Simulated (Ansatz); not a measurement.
The starting structures come from a database of crystals and need not be the phases stable at ambient conditions.

 Where the default PAW files enter, the runs use the earlier of Ansatz's two default sets.

Inside the gap of an insulator the Bloch states are evanescent, with a wavenumber k + iκ along the transport direction.

Data:

```xyz
8
Lattice="4.0938 0.0000 0.0000 0.0000 8.9012 0.0000 0.0000 0.0000 4.0938" Properties=species:S:1:pos:R:3 pbc="T T T"
Sr     2.0469     3.0099     0.0000
Sr     0.0000     5.8913     2.0469
Cu     2.0469     0.0000     2.0469
Cu     0.0000     0.0000     0.0000
Se     0.0000     1.5028     2.0469
Se     2.0469     7.3984     0.0000
F      0.0000     4.4506     0.0000
F      2.0469     4.4506     2.0469
```

Space group of this cell: P4/nmm. The cell is taken as given; by r2SCAN its mean pressure is -2.1 GPa.

Transport runs along the normal of the first two printed cell vectors, the (100) plane of the conventional cell.

The gap is the functional's own, uncorrected, and κ follows it; spin-orbit coupling is left out. Mid-gap values are interpolated between the computed energies.

### Question
Estimate the band gap and the smallest decay constant κ at mid-gap that r2SCAN (Ansatz, an electronic-structure program) returns for this system.

### Answer
Gap 1.65 eV on a 8×4×8 mesh; κ = 0.161 1/Å, at the zone centre.
